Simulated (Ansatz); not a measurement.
Adsorption energy and surface dipole of N on the 1x1 (111) surface of fcc Ni, ferromagnetic, one in a 2x2 cell, started at the site 'hollow Ni-Ni-Ni over Ni at depth 2.0 Å', worked from the runs' numbers; total energies count from the potentials' own zero.

These are PBE (plane waves to 420 eV, PAW; Ansatz, a quantum-chemistry and plane-wave program) values and carry that method's errors.

Slab: 17 atoms, 6.0 Å thick at the start under the adsorbate (thin: gaps and levels are the slab's own); k 7x7x1, smearing 0.1 eV, dipole-corrected; 8 atoms held, the rest relaxed; start symmetry kept, larger cells not searched; spin-polarised, no spin-orbit, no U, no dispersion correction. At the end it is bonded to 3 Ni. In PBE it is, or lies within 0.03 eV of, the lowest of the starts that converged.

```json
[
 {"quantity": "slab with the adsorbate", "value": "-93814.454 eV"},
 {"quantity": "clean slab, same cell and mesh", "value": "-93430.338 eV"},
 {"quantity": "reference, ½ N2(g)", "value": "-384.013 eV"},
 {"quantity": "area of the cell", "value": "21.45 Å²"},
 {"quantity": "change of the step from the bottom to the top vacuum level", "value": "0.599 eV"}
]
```

Problem. What is the adsorption energy against this reference?

Solution. E(slab + adsorbate) − E(slab) − E(reference) = -0.10 eV, so in this state the adsorbate is more stable than in the reference, at a coverage of 4.66 a nm².

Problem. What dipole does adsorption add to the slab along the outward normal (Helmholtz relation, ε₀ = 0.005526 e/(V·Å))?

Solution. p = −ε₀·A·ΔV = -0.071 e·Å = -0.34 D; its negative end points to the vacuum, which raises the vacuum level.
